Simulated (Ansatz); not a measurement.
## A constructed model of the (111) surface of fcc Cu, a pseudomorphic layer of Mn in the other hollow (bottom of the slab: a bare face, its two planes held)

These are PBE (plane waves to 420 eV, PAW; Ansatz, a quantum-chemistry and plane-wave program) values and carry that method's errors.

Slab: 7 atoms, 12.9 Å thick at the start with caps and adatoms (thin: gaps and levels are the slab's own); k 17x17x1, smearing 0.1 eV, dipole-corrected; 2 atoms held, the rest relaxed; held to the start's symmetry, so lower structures may exist; spin-polarised, ending with about 3.2 μB a cell; orders that need a larger cell were not tried, no spin-orbit, no U. In PBE it is, or lies within 0.01 eV a 1x1 cell of, the lowest of the 2 structures of its composition computed so far; subsurface sites and larger cells were not tried.

| Item | Result |
|---|---|
| work function of the top face | 4.38 eV |
| energy released by relaxation | 0.094 eV |
| magnetic moment of the cell | 3.25 μB |
| cost | roughly 5 core-minutes |
